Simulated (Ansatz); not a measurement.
## BP in the zinc blende structure (space group F-43m, No. 216)

```
CELL_PARAMETERS angstrom
      0.00000     2.26828     2.26828
      2.26828     0.00000     2.26828
      2.26828     2.26828     0.00000
ATOMIC_POSITIONS crystal
  B  0.00000 0.00000 0.00000
  P  0.25000 0.25000 0.25000
```

Method: Kohn–Sham DFT with the r2SCAN functional, run in Ansatz (a program for electronic structure) with PAW and 500 eV plane waves, spin-orbit coupling left out. k-mesh 12×12×12 (Γ-centred); smearing 0.05 eV (Fermi–Dirac).

| Property | Result |
|---|---|
| Volume per atom | 11.67 Å³ |
| Density | 2.97 g/cm³ |
| Band gap | 1.41 eV, indirect, Γ → Γ–X (83 % along) |
| Electron mass | 1.3 mₑ along k, 0.22 mₑ across |
| Hole mass (degenerate bands, along [100]) | 0.24, 0.24, 0.32 mₑ |
| Lowest conduction-band minima above the VBM | a point along ⟨100⟩, about 1.2 Å⁻¹ from Γ 1.41 eV |
| Total energy | -458.344 eV/atom (σ→0; compares only within this code and set-up) |

Masses are band curvatures over ±0.01 Å⁻¹ around the edge. Along k means along the line from Γ to the band edge. Stability against distortions was not tested.
